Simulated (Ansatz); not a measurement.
Faces of wurtzite AlN in 1x1 cells, as slabs relaxed from ideal cuts; for each face the lowest of the symmetric, stoichiometric cuts and spin starts that were computed. The slabs keep the symmetry of their cuts; real faces may buckle, or reconstruct in larger cells. No spin-orbit coupling, no Hubbard U.

All values below come from PBE (plane waves to 420 eV, PAW; Ansatz, a quantum-chemistry and plane-wave program).

| face | cell area (Å²) | outermost plane spacing of the ideal cut (Å) | γ unrelaxed (J/m²) | γ relaxed (J/m²) | ionisation potential, top face (eV) |
|---|---|---|---|---|---|
| (10-10) | 15.71 | 0.90 | 2.66 | ? | 6.00 |
| (11-20) | 27.21 | 1.57 | 2.67 | ? | 5.99 |
| (21-30) | 41.56 | 0.34 | 2.74 | 2.23 | 5.99 |

**Question.** Some entries are withheld; supply them.

**Answer.** 
- (10-10), γ relaxed (J/m²): 2.13
- (11-20), γ relaxed (J/m²): 2.21
